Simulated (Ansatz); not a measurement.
Ta (Im-3m): band-structure transport figures

Consider the following.

```yaml
crystal:
  lattice:
    - [-1.63786, 1.63786, 1.63786]
    - [1.63786, -1.63786, 1.63786]
    - [1.63786, 1.63786, -1.63786]
  atoms:
    - { symbol: Ta, position: [0.00000, 0.00000, 0.00000] }
```

Method: PBEsol, rigid bands (plane waves, PAW, scalar-relativistic; Ansatz, a quantum-chemistry and plane-wave program). Cell: cell and atoms relaxed with PBEsol.

* **density of states at the Fermi level**: 1.26 states/(eV·cell), both spins
* **bare Sommerfeld coefficient**: 3.0 mJ/(mol of atoms·K²)
* **Drude plasma energy**: 9.2 eV
* **root-mean-square Fermi velocity**: 6.7e5 m/s
* **resistivity times τ**: 5.8 ×10⁻²² Ω·m·s
* **resistivity times mean free path**: 4.1 ×10⁻¹⁶ Ω·m²

A metal at this level (no band gap); rigid bands, thermally averaged at 300 K, both spins. Spin-orbit coupling is left out, which matters with elements this heavy. τ is one relaxation time for all states; the product of resistivity and mean free path takes one path for all states instead.
